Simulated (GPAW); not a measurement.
Worked example: self-consistent single point of Y2Ni2Sn (Immm, 5 atoms in the cell) in GPAW.

Computed with LDA (Perdew-Wang 92), GPAW PAW datasets LDA (gpaw-data 1.0.1) (plane waves; GPAW).

```
Y2Ni2Sn
1.0
   -2.13574     2.79784     4.14642
    2.13574    -2.79784     4.14642
    2.13574     2.79784    -4.14642
Y Ni Sn
2 2 1
Direct
  0.70322   0.20322   0.50000
  0.29678   0.79678   0.50000
  0.71180   0.50000   0.21180
  0.28820   0.50000   0.78820
  0.00000   0.00000   0.00000
```

Reference input (self-consistent single point, DFT PBEsol, plane waves, GPAW PAW datasets PBEsol (made by gpaw-setup)): mode = pw; ecut = 850 eV; xc = PBEsol; kpts = 5 5 5; mesh shift (steps) = 0 0 0; occupations.name = fermi-dirac; occupations.width = 0.136 eV; nbands = -13; convergence.forces = 0.001 eV/Å; symmetry.symmorphic = false; symmetry.tolerance = 0.0005; maxiter = 120. This run's input differs from it in these lines:

```diff
@@ -16,3 +16,3 @@
 calc = GPAW(mode=PW(850),
-            xc='PBEsol',
+            xc='LDA',
             kpts=(5, 5, 5),
```

Its files differ too (potentials: GPAW PAW datasets LDA (gpaw-data 1.0.1)).

Log, with long lists cut:

```
     iter     time        total  log10-change:
                         energy   eigst   dens  force
iter:   1 --:--:--   -38.868037
iter:   2 --:--:--   -36.781596   -0.49  -1.43
iter:   3 --:--:--   -35.659873   -0.84  -1.51
iter:   4 --:--:--   -37.760810   -1.00  -1.61
iter:   5 --:--:--   -35.630290   -1.21  -1.52
   [... 5 lines left out ...]
iter:  11 --:--:--   -35.289881   -3.45  -2.10
iter:  12 --:--:--   -35.329384   -2.46  -2.24
iter:  13 --:--:--   -35.286174   -2.49  -2.31
iter:  14 --:--:--   -35.275022   -3.37  -2.36
iter:  15 --:--:--   -35.272787c  -3.90  -2.67
iter:  16 --:--:--   -35.271526c  -4.73  -2.72
   [... lines left out ...]
iter:  18 --:--:--   -35.269396c  -4.67  -2.82
iter:  19 --:--:--   -35.268467c  -4.79  -2.92
iter:  20 --:--:--   -35.268739c  -4.83  -3.05
iter:  21 --:--:--   -35.269148c  -5.37  -3.36
iter:  22 --:--:--   -35.269209c  -6.01  -3.95
iter:  23 --:--:--   -35.269248c  -6.73  -4.12c
iter:  24 --:--:--   -35.269253c  -7.54c -4.18c
iter:  25 --:--:--   -35.269253c  -6.95  -4.23c
iter:  26 --:--:--   -35.269233c  -6.98  -4.33c
iter:  27 --:--:--   -35.269233c  -8.32c -4.54c -1.96
iter:  28 --:--:--   -35.269246c  -7.07  -4.56c
iter:  29 --:--:--   -35.269248c  -7.98c -4.75c -2.84
iter:  30 --:--:--   -35.269249c  -8.71c -4.85c -3.11c
Converged after 30 iterations.

Dipole moment: (-0.000000, -0.000000, 0.000000) |e|*Ang

Energy contributions relative to reference atoms: (reference = -434442.551397)

Kinetic:        +10.610810
Potential:       -5.165798
External:        +0.000000
XC:             -40.444814
Entropy (-ST):   -0.223152
Local:           -0.157871
SIC:             +0.000000
--------------------------
Free energy:    -35.380825
Extrapolated:   -35.269249

Showing only first 2 kpts
 Kpt  Band  Eigenvalues  Occupancy
  0    32      7.16287    1.99794
  0    33      7.85586    1.71120
  0    34      8.24973    0.49319
  0    35      8.30583    0.35617

  1    32      7.33916    1.99247
  1    33      7.49210    1.97700
  1    34      8.39074    0.20797
  1    35      8.54295    0.07303

Fermi level: 8.09784

No gap
   [... lines left out ...]
Energy (eV): -35.269249

Forces in eV/Ang:
  0 Y     0.00000    0.00000   -0.01589
  1 Y     0.00000    0.00000    0.01589
  2 Ni    0.00000   -0.03774    0.00000
  3 Ni    0.00000    0.03774    0.00000
  4 Sn    0.00000    0.00000    0.00000

Stress tensor:
     0.044791    -0.000000    -0.000000
    -0.000000     0.035558     0.000000
    -0.000000     0.000000     0.032363
Stress (GPa, Voigt): [ 7.1762  5.6971  5.1852  0.     -0.     -0.    ]
```

The run converged in 30 iterations. GPAW prints stress with tension positive. Against the reference run the pressure goes from -2.66 to -6.02 GPa and the largest force goes from 0.044 to 0.038 eV/Å.

The starting cell comes from a database of computed structures (which also holds hypothetical and non-ambient phases and stackings), without a prior relaxation at this level. Spin polarisation is off. With a pressure of about -6 GPa the cell is away from its equilibrium volume at this level.

Cost on one core of a shared machine: roughly 4 min.
